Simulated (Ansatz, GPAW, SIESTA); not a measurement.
## Code comparison for SrMg6Ni (Amm2, 8 atoms in the cell)

Self-consistent single point.

```xyz
8
Lattice="4.4852 0.0000 0.0000 0.0000 3.1282 7.1188 0.0000 -3.1282 7.1188" Properties=species:S:1:pos:R:3 pbc="T T T"
Sr     2.2426     0.0000    10.2260
Mg     0.0000     1.5414     7.8495
Mg     0.0000    -1.5414     7.8495
Mg     0.0000     0.0000     4.3452
Mg     2.2426     1.6083     6.0123
Mg     2.2426    -1.6083     6.0123
Mg     2.2426     0.0000     1.9016
Ni     0.0000     0.0000    12.7540
```

Shared settings, as Ansatz (a quantum-chemistry and plane-wave program) writes them: kpoints.mp_grid.grid = 4 3 3; scf.occupations.method = fermi_dirac; scf.occupations.width = 0.0073 Ry. Potentials and cutoffs stand in the table.

```json
[
 {"code": "GPAW", "model": "PBEsol, GPAW PAW datasets PBEsol (made by gpaw-setup)", "pressure (GPa)": "-1.21", "largest force (eV/Å)": "0.110", "cutoff": "800 eV"},
 {"code": "SIESTA", "model": "GGA PBEsol, numerical atomic orbitals DZP, PseudoDojo PBEsol standard norm-conserving potentials (rewritten from UPF to PSML)", "pressure (GPa)": "0.72", "largest force (eV/Å)": "0.486", "cutoff": "grid 400 Ry"},
 {"code": "Ansatz", "model": "PBEsol, PAW files made with PBE", "pressure (GPa)": "-1.23", "largest force (eV/Å)": "0.114", "cutoff": "30.9 Ry"}
]
```

Size of the force on each atom (eV/Å): Sizes of forces hide their directions.

```
code      Sr1    Mg2    Mg3    Mg4    Mg5    Mg6    Mg7    Ni8
------  -----  -----  -----  -----  -----  -----  -----  -----
GPAW    0.110  0.071  0.071  0.029  0.104  0.104  0.095  0.103
SIESTA  0.387  0.209  0.209  0.035  0.486  0.486  0.110  0.265
Ansatz  0.114  0.063  0.063  0.023  0.105  0.105  0.097  0.083
```

On Ansatz's run: spin polarisation is off.

The spread over the programs that give each value: pressure within 1.95 GPa; largest force within 0.376 eV/Å.

SIESTA uses small atom-centred bases, whose incompleteness enters pressures, forces and empty levels differently from a plane-wave cutoff. Ansatz's pressure is given at a fixed set of plane waves, as the other plane-wave codes print theirs. In the pressure, SIESTA (by 1.94) lies more than 1 GPa from the median of the plane-wave programs. In the force vectors, SIESTA (by 0.555) lies more than 0.08 eV/Å from the median of the plane-wave programs.

The shared mesh is coarse (it stands for a supercell whose shortest vector is 18 Å), so the values are not converged in it.

The starting cell comes from a database of computed structures (which also holds hypothetical and non-ambient phases and stackings), without a prior relaxation at this level.

Left out of this page: CP2K (unsound by tests on forces, stress, charge or solver warnings).

Keys are those of Ansatz 0.2.
